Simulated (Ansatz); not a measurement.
# How a calculation on GePd3 (Fm-3m, 4 atoms in the cell) responds to its settings

GePd$_{3}$ is modelled in the cubic space group Fm-3m (No. 225), Pearson symbol cF16. Lattice parameters: a = b = c = 6.383 Å, α = β = γ = 90.00°. Ge on 4a has 8 Pd at 2.764 Å and 6 Pd at 3.192 Å. Pd1 on 4b is surrounded by 8 Pd at 2.764 Å and 6 Ge at 3.192 Å. Pd2 on 8c is coordinated by 4 Pd at 2.764 Å and 6 Pd at 3.192 Å and 4 Ge at 2.764 Å. (Neighbours: up to the widest gap in distance over summed covalent radii, below 1.35, at either atom; cation-cation and far metal-metal contacts left out.)
(The calculation used a cell of 4 atoms; values per cell refer to that cell.)

Base run A: Ansatz (a program for electronic structure) with PBE, self-consistent single point.

Its settings: kpoints.mp_grid.grid = 5 5 5; hamiltonian.xc = pbe; hamiltonian.pseudopotentials = {kind: paw} (the program's default PAW files); scf.occupations.method = fermi_dirac; scf.occupations.width = 0.1 eV.

The starting cell was generated: these elements placed on a structure prototype, without a prior relaxation; it need not be a known phase or ordering of this composition. Spin polarisation is off. In the base run, with a pressure of about -9 GPa the cell is away from its equilibrium volume at this level. Ansatz's pressure includes its estimate of the finite-basis (Pulay) stress.

ΔF is the free energy per atom less that of run A. 

```tsv
run	kpoints.mp_grid.grid, scf.occupations.width	ΔF (meV/atom)	pressure (GPa)	TS (meV/atom)	k-points
A	5 5 5, 0.1 eV	0.00	-8.77	24.8	10
B	3 3 3, 0.03 eV	18.9	-7.38	4.4	4
C	3 3 3, 0.1 eV	6.8	-7.21	21.9	4
D	3 3 3, 0.3 eV	-78.6	-6.03	203.1	4
E	4 4 4, 0.03 eV	-8.2	-8.86	5.0	8
F	4 4 4, 0.1 eV	-20.4	-8.89	18.9	8
G	4 4 4, 0.3 eV	-100.5	-7.24	197.3	8
H	5 5 5, 0.03 eV	13.2	-8.98	3.4	10
I	5 5 5, 0.3 eV	-91.2	-7.20	209.4	10
J	6 6 6, 0.03 eV	-3.6	-8.71	2.1	16
K	6 6 6, 0.1 eV	-11.5	-8.59	17.0	16
L	6 6 6, 0.3 eV	-93.5	-7.15	201.9	16
```

Run J against A: The free energy goes down by 3.6 meV/atom and the pressure moves little (-8.77 to -8.71 GPa).

Run H against A: The free energy goes up by 13.2 meV/atom and the pressure goes from -8.77 to -8.98 GPa.

Keys are those of Ansatz 0.2.
